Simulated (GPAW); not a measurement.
**Input and output of a self-consistent single point for Au (Fm-3m, 1 atom in the cell) (GPAW)**

Level of theory: PBE, GPAW PAW datasets PBE (gpaw-data 1.0.1) (plane waves; GPAW).

Input as run:

```python
from ase import Atoms
from ase.units import GPa
from gpaw import GPAW

atoms = Atoms(['Au'],
              cell=[[0.000000, 2.092110, 2.092110],
                    [2.092110, 0.000000, 2.092110],
                    [2.092110, 2.092110, 0.000000]],
              scaled_positions=[[0.000000, 0.000000, 0.000000]],
              pbc=True)

calc = GPAW(mode={'name': 'pw', 'ecut': 600},
            xc='PBE',
            kpts={'size': (18, 18, 18), 'gamma': True},
            occupations={'name': 'fermi-dirac', 'width': 0.1},
            nbands=-5,
            convergence={'density': 1e-05, 'energy': 1e-05},
            symmetry={'symmorphic': False, 'tolerance': 0.0005},
            maxiter=100)

atoms.calc = calc

energy = atoms.get_potential_energy()
print('Energy (eV):', round(energy, 6))
forces = atoms.get_forces()
print('Forces (eV/Ang):')
print(forces.round(5))
stress = atoms.get_stress()
print('Stress (GPa, Voigt):', (stress / GPa).round(4))
```

Output, abridged:

```
Input parameters:
  convergence: {density: 1e-05,
                energy: 1e-05}
  kpts: {gamma: True,
         size: (18, 18, 18)}
  maxiter: 100
  mode: {ecut: 600,
         name: pw}
  nbands: -5
  occupations: {name: fermi-dirac,
                width: 0.1}
  symmetry: {symmorphic: False,
             tolerance: 0.0005}
  xc: PBE

species:
  Au:
    name: Gold
    Z: 79.0
    valence: 11
    core: 68
    charge: 0.0
    file: Au.PBE.gz

    # Using partial waves for Au as LCAO basis

Reference energy: -516598.271109  # eV

Spin-paired calculation

Convergence criteria:
 Maximum [total energy] change in last 3 cyles: 1e-05 eV / valence electron
 Maximum integral of absolute [dens]ity change: 1e-05 electrons / valence electron
 Maximum integral of absolute [eigenst]ate change: 4e-08 eV^2 / valence electron
 Maximum number of scf [iter]ations: 100

Symmetries present (total): 48
Symmetries with fractional translations: 0
5832 k-points: 18 x 18 x 18 Monkhorst-Pack grid + [1/36,1/36,1/36]
195 k-points in the irreducible part of the Brillouin zone
       k-points in crystal coordinates                weights
   0:    -0.00000000   -0.00000000   -0.00000000          1/5832
   1:     0.05555556    0.05555556   -0.00000000          6/5832
   2:     0.05555556    0.05555556    0.05555556          8/5832
   [... 7 lines left out ...]
          ...
 194:     0.50000000    0.50000000    0.50000000          4/5832

Wave functions: Plane wave expansion
  Cutoff energy: 600.000 eV
  Number of coefficients (min, max): 592, 624
  Pulay-stress correction: 0.000000 eV/Ang^3 (de/decut=0.000000)

Occupation numbers: Fermi-Dirac:
  width: 0.1000  # eV

Eigensolver

Densities:
  Coarse grid: 18*18*18 grid
  Fine grid: 36*36*36 grid
  Total Charge: 0.000000

Density mixing:
  Method: separate
  Backend: pulay
  Linear mixing parameter: 0.05
  old densities: 5
  Damping of long wavelength oscillations: 50

Hamiltonian:
  XC and Coulomb potentials evaluated on a 36*36*36 grid
  External potential:
    NoExternalPotential

XC parameters: PBE with 2 nearest neighbor stencil

Number of atoms: 1
Number of atomic orbitals: 9
Number of bands in calculation: 10
Number of valence electrons: 11
Bands to converge: occupied

Density initialized from atomic densities
  9 bands from LCAO basis set
  1 band from random numbers

Atomic positions and initial magnetic moments

Positions:
   0 Au     0.000000    0.000000    0.000000    ( 0.0000,  0.0000,  0.0000)

Unit cell:
           periodic     x           y           z      points  spacing
  1. axis:    yes    0.000000    2.092110    2.092110    18     0.1342
  2. axis:    yes    2.092110    0.000000    2.092110    18     0.1342
  3. axis:    yes    2.092110    2.092110    0.000000    18     0.1342

  Lengths:   2.958690   2.958690   2.958690
  Angles:   60.000000  60.000000  60.000000

Effective grid spacing dv^(1/3) = 0.1464

     iter     time        total  log10-change:
                         energy   eigst   dens
iter:   1 --:--:--    -3.435157
iter:   2 --:--:--    -3.382275   -2.18  -1.32
iter:   3 --:--:--    -3.197367   -1.59  -1.35
iter:   4 --:--:--    -3.170189   -3.26  -1.90
iter:   5 --:--:--    -3.164874   -2.80  -2.06
iter:   6 --:--:--    -3.163657   -4.36  -2.58
iter:   7 --:--:--    -3.163689   -5.91  -3.08
iter:   8 --:--:--    -3.163596c  -4.62  -3.03
iter:   9 --:--:--    -3.163557   -5.33  -3.17
iter:  10 --:--:--    -3.163562c  -6.20  -3.66
iter:  11 --:--:--    -3.163566c  -5.93  -3.54
iter:  12 --:--:--    -3.163557c  -5.41  -3.22
iter:  13 --:--:--    -3.163557c  -7.27  -4.61
iter:  14 --:--:--    -3.163558c  -7.06  -4.62
iter:  15 --:--:--    -3.163558c  -9.52c -4.14
iter:  16 --:--:--    -3.163558c  -9.31c -4.16
iter:  17 --:--:--    -3.163557c  -7.24  -4.13
iter:  18 --:--:--    -3.163557c  -9.63c -4.96
iter:  19 --:--:--    -3.163557c  -9.18c -5.01c

Converged after 19 iterations.

Dipole moment: (-0.000000, 0.000000, -0.000000) |e|*Ang

Energy contributions relative to reference atoms: (reference = -516598.271109)

Kinetic:        -10.326004
Potential:       +8.400836
External:        +0.000000
XC:              -1.368845
Entropy (-ST):   -0.008998
Local:           +0.134955
SIC:             +0.000000
--------------------------
Free energy:     -3.168056
Extrapolated:    -3.163557

Showing only first 2 kpts
 Kpt  Band  Eigenvalues  Occupancy
  0     3      4.44054    2.00000
  0     4      5.76981    2.00000
  0     5      5.76981    2.00000
  0     6     24.44359    0.00000

  1     3      4.49867    2.00000
  1     4      5.70141    2.00000
  1     5      5.79836    2.00000
  1     6     24.56579    0.00000

Fermi level: 8.74744

No gap
No difference between direct/indirect transitions
Energy (eV): -3.163557

Forces in eV/Ang:
  0 Au   -0.00000   -0.00000    0.00000

Stress tensor:
     0.005293    -0.000000    -0.000000
    -0.000000     0.005293     0.000000
    -0.000000     0.000000     0.005293
Stress (GPa, Voigt): [ 0.8481  0.8481  0.8481  0.     -0.     -0.    ]
```

The run converged in 19 iterations. GPAW prints stress with tension positive.

The starting cell comes from a database of computed structures (which also holds hypothetical and non-ambient phases and stackings), without a prior relaxation at this level. Its lattice was rescaled by a random factor within 2.5 % of one. Spin-orbit coupling is off.
